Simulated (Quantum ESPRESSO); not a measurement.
Input and output of a self-consistent single point for MgS (Fm-3m, 2 atoms in the cell) (Quantum ESPRESSO).

Computed with PBE, GBRV 1.5 ultrasoft (PBE) pseudopotentials (plane waves; Quantum ESPRESSO 7.5).

```xyz
2
Lattice="-2.6044 0.0000 2.6044 0.0000 2.6044 2.6044 -2.6044 2.6044 0.0000" Properties=species:S:1:pos:R:3 pbc="T T T"
Mg     0.0000     0.0000     0.0000
S     -2.6044     2.6044     2.6044
```

Reference input (self-consistent single point, DFT, PBE, plane waves, GBRV 1.5 ultrasoft (PBE) pseudopotentials): ecutwfc = 40 Ry; ecutrho = 200 Ry; occupations = fixed; potentials = {Mg: mg_pbe_v1.4.uspp.F.UPF, S: s_pbe_v1.4.uspp.F.UPF}; K_POINTS = automatic 11 11 11 0 0 0; nbnd = 16; conv_thr = 1e-10 Ry. This run's input differs from it in these lines:

```diff
@@ -28,3 +28,3 @@
 K_POINTS {automatic}
-11 11 11  0 0 0
+10 10 10  0 0 0
```

Log, with long lists cut:

```
     Self-consistent Calculation

     iteration #  1     ecut=    40.00 Ry     beta= 0.70

     total energy              =    -149.58466391 Ry
     estimated scf accuracy    <       0.16748061 Ry

     iteration #  2     ecut=    40.00 Ry     beta= 0.70

     total energy              =    -149.62892769 Ry
     estimated scf accuracy    <       0.02591331 Ry

     iteration #  3     ecut=    40.00 Ry     beta= 0.70

     total energy              =    -149.63357854 Ry
     estimated scf accuracy    <       0.00059440 Ry

   [... 3 blocks of this kind left out ...]

     iteration #  7     ecut=    40.00 Ry     beta= 0.70

     total energy              =    -149.63363862 Ry
     estimated scf accuracy    <          1.2E-10 Ry

     iteration #  8     ecut=    40.00 Ry     beta= 0.70
     End of self-consistent calculation

     highest occupied, lowest unoccupied level (ev):     6.1979    8.9799

!    total energy              =    -149.63363862 Ry
     estimated scf accuracy    <          5.0E-12 Ry

     convergence has been achieved in   8 iterations

     Forces acting on atoms (cartesian axes, Ry/au):

     atom    1 type  1   force =     0.00000000    0.00000000    0.00000000
     atom    2 type  2   force =     0.00000000    0.00000000    0.00000000

     Total force =     0.000000     Total SCF correction =     0.000000

          total   stress  (Ry/bohr**3)                   (kbar)     P=        8.51
   0.00005787  -0.00000000  -0.00000000            8.51       -0.00       -0.00
  -0.00000000   0.00005787  -0.00000000           -0.00        8.51       -0.00
  -0.00000000   0.00000000   0.00005787           -0.00        0.00        8.51

   JOB DONE.
```

The run converged in 8 iterations. Against the reference run the free energy is nearly the same (within 1 meV/atom), the pressure stays at 0.85 GPa and the gap on the mesh goes from 2.869 to 2.782 eV.

The starting cell comes from a database of computed structures (which also holds hypothetical and non-ambient phases and stackings), without a prior relaxation at this level.
